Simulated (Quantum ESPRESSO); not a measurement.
Density of states of CuSe2 (Pa-3, 12 atoms in the cell).

```
CuSe2
1.0
    6.13432     0.00000     0.00000
    0.00000     6.13432     0.00000
    0.00000     0.00000     6.13432
Cu Se
4 8
Direct
  0.00000   0.00000   0.00000
  0.50000   0.00000   0.50000
  0.50000   0.50000   0.00000
  0.00000   0.50000   0.50000
  0.39031   0.39031   0.39031
  0.60969   0.60969   0.60969
  0.10969   0.60969   0.89031
  0.89031   0.39031   0.10969
  0.89031   0.10969   0.60969
  0.10969   0.89031   0.39031
  0.60969   0.89031   0.10969
  0.39031   0.10969   0.89031
```

Computed with PBEsol, PSlibrary PAW (PBE) pseudopotentials (plane waves; Quantum ESPRESSO 7.5).

SCF settings: ecutwfc = 50 Ry; ecutrho = 300 Ry; occupations = smearing; smearing = gaussian; degauss = 0.0073499 Ry; input_dft = pbesol; potentials = {Cu: Cu.pbe-dn-kjpaw_psl.1.0.0.UPF, Se: Se.pbe-n-kjpaw_psl.1.0.0.UPF}; K_POINTS = automatic 3 3 3 0 0 0; conv_thr = 1e-09 Ry; mixing_beta = 0.3. Keys of the DOS step: nscf.calculation = nscf; nscf.verbosity = high; nscf.occupations = tetrahedra_opt; nscf.nbnd = 58; nscf.startingwfc = random; nscf.diago_thr_init = 1e-06; nscf.diagonalization = cg; nscf.K_POINTS = automatic 6 6 6 0 0 0; dos.x.fildos = dos.dat; dos.x.Emin = -15 eV; dos.x.Emax = 30 eV; dos.x.DeltaE = 0.1 eV.

The starting cell comes from a database of computed structures (which also holds hypothetical and non-ambient phases and stackings), without a prior relaxation at this level. Spin polarisation is off. The run gives no clean gap (levels at the Fermi energy touch, overlap or are partly filled at this smearing), which alone does not show that the compound is a metal.

Total DOS (both spins), as means of the tabulated values in each energy bin; the zero is the program's Fermi level or highest filled level, and the curve is cut to this window:

(E (eV), states/eV/cell): (-7.80, 0.00); (-7.40, 0.00); (-7.00, 0.00); (-6.60, 0.00); (-6.20, 9.90); (-5.80, 8.96); (-5.40, 7.09); (-5.00, 5.03); (-4.60, 8.82); (-4.20, 7.53); (-3.80, 13.5); (-3.40, 15.5); (-3.00, 14.7); (-2.60, 62.2); (-2.20, 12.0); (-1.80, 6.01); (-1.40, 8.55); (-1.00, 5.80); (-0.60, 7.62); (-0.20, 7.18); (0.20, 5.61); (0.60, 2.53); (1.00, 0.39); (1.40, 1.26); (1.80, 8.84); (2.20, 8.25); (2.60, 0.70)

Around zero the curve holds about 7.0 states/eV/cell.
